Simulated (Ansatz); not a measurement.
Consider the following.

```xyz
1
Lattice="3.1558 0.0000 0.0000 0.0000 3.1558 0.0000 1.5779 -1.5779 1.5899" Properties=species:S:1:pos:R:3 pbc="T T T"
W      0.0000     0.0000     0.0000
```

No spin polarisation.

The values are results of DFT with r2SCAN, PAW potentials and a 500 eV plane-wave cutoff in Ansatz (a first-principles code), no spin-orbit coupling, earlier PAW set, not measurements. Γ-centred 29×29×29 mesh, Fermi–Dirac width 0.1 eV.

Problem. What band gap does the calculation give?

Solution. Zero.

Problem. Estimate the space group.

Solution. I4/mmm (No. 139).

Problem. Estimate the mean in-plane stress (compression positive).

Solution. +2.6 GPa.

The cells carry an imposed strain or load. Stability against distortions was not tested. All final runs are without spin polarisation. The cell was made from W in the bcc (W type) structure (space group Im-3m, No. 229) by this change: biaxial strain −0.43 %, plane normal [001], relaxed out of plane.
